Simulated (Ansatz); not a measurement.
Functionals compared on a constructed model of the (111) surface of fcc Cu, a pseudomorphic layer of Ga in the host's stacking (bottom of the slab: a bare face, its two planes held), in Ansatz (plane waves, PAW). The structure was relaxed with PBE; the other rows are single points on it. Cutoff 420 eV (500 eV for r2SCAN).

Model: 7-atom slab, 12.7 Å thick at the start with caps and adatoms (thin: gaps and levels are the slab's own), 17x17x1 mesh, Fermi-Dirac 0.1 eV, dipole correction, 2 atoms held, the rest relaxed; held to the start's symmetry, so lower structures may exist; no spin, no spin-orbit, no U. In PBE it is, or lies within 0.01 eV a 1x1 cell of, the lowest of the 2 structures of its composition computed so far; subsurface sites and larger cells were not tried. These notes are the PBE run's.

```csv
functional,work function of the top face (eV),rough cost of the single point
PBE,3.94,–
RPBE,3.81,roughly 40 core-seconds
r2SCAN,4.01,very roughly 70 core-seconds
```

Ansatz is a program for electronic structure.
